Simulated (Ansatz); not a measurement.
Fluorite CoSi₂ was calculated with RPBE (Ansatz, a first-principles code, plane waves, PAW).

Settings: plane-wave cutoff 520 eV, 22×22×22 k mesh, Fermi–Dirac smearing 0.064 eV (set by the program), no spin polarisation, scalar-relativistic PAW data made under PBE.

Computed at the level's own relaxed cell.

Hill averages of the elastic tensor: K = 171.1 GPa, G = 65.4 GPa. Volume 13.048 Å³/atom, mean atomic mass 38.368 u.

Task: Work out the density, the sound velocities of a polycrystal and the elastic Debye temperature at this level.

Result: ρ = 1.66054 × 38.368/13.048 = 4.883 g/cm³. v_l = √[(K + 4G/3)/ρ] = 7.273 km/s and v_t = √(G/ρ) = 3.660 km/s. The mean follows from 3/v_m³ = 1/v_l³ + 2/v_t³: v_m = 4.104 km/s. Θ_D = (ħ/k_B) v_m (6π²/V)^(1/3) = 76.38 K Å s/km × 4.104 × 1.6557 Å⁻¹ = 519 K, counting all atoms of the cell.
